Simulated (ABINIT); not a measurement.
Band structure of ZrS₂ (P-3m1, 3 atoms in the cell).

```xyz
3
Lattice="3.7648 0.0000 0.0000 -1.8824 3.2604 0.0000 0.0000 0.0000 6.1613" Properties=species:S:1:pos:R:3 pbc="T T T"
Zr     0.0000     0.0000     0.0000
S      1.8824     1.0868     4.6955
S      0.0000     2.1736     1.4658
```

Level of theory: PBE, PAW (JTH v2.0 PBE PAW) (plane waves; ABINIT 10.0.3).

Settings: pseudos = [Zr.GGA_PBE-JTH.xml, S.GGA_PBE-JTH.xml]; ecut = 42 Ry; pawecutdg = 84 Ry; pawxcdev = 0; occopt = 1; ngkpt = 8 8 5; nshiftk = 1; shiftk = 0 0 0; potentials = JTH v2.0 PBE PAW; kptopt = 1; nstep = 80; toldfe1 = 1e-09 Ha; diemac = 4.

The starting cell comes from a database of computed structures (which also holds hypothetical and non-ambient phases and stackings), without a prior relaxation at this level. Its lattice was rescaled by a random factor within 2.5 % of one.

Predict the gap along the standard path and the places of the band edges.

The gap along the path is 1.06 eV, from a point between K and Γ to L; the smallest direct gap on it is 1.60 eV.

Levels in eV from the top of the valence band on the SCF mesh, bands 9 to 15:
```
point      9     10     11     12    13    14    15
-----  -----  -----  -----  -----  ----  ----  ----
Γ      -2.58  -0.10  -0.10  -0.03  1.57  1.57  2.33
M      -2.28  -2.17  -1.53  -1.12  1.19  3.05  3.27
K      -3.04  -1.85  -1.85  -1.37  2.13  3.00  3.00
A      -2.55  -1.41  -0.19  -0.19  1.55  1.55  2.57
L      -2.38  -2.05  -0.95  -0.77  1.06  3.04  3.27
H      -2.89  -1.74  -1.64  -1.64  2.21  2.80  2.80
```
